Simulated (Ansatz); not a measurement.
Take TeS2 in the CdI2 type structure (space group P-3m1, No. 164; a = 3.744 Å, c = 5.460 Å; a hypothetical phase, not in the database extracts checked; layered; relaxed with 0.1 eV smearing) as the base.

All numbers come from Ansatz (a program for electronic structure), PBEsol-D3(BJ), PAW, cutoff 420 eV, no spin-orbit coupling.

For the base:

| Property | Result |
|---|---|
| Pressure | 0.0 GPa |

It is then changed as follows: an isotropic linear strain of +2.15 %, atoms relaxed at fixed cell.

Q: Predict the new energy relative to the base and pressure.

A: The energy rises by 12 meV/atom; the pressure (mean of the normal stresses, compression positive) goes from zero to -2.5 GPa.

Stability against distortions was not tested. All final runs are without spin polarisation.
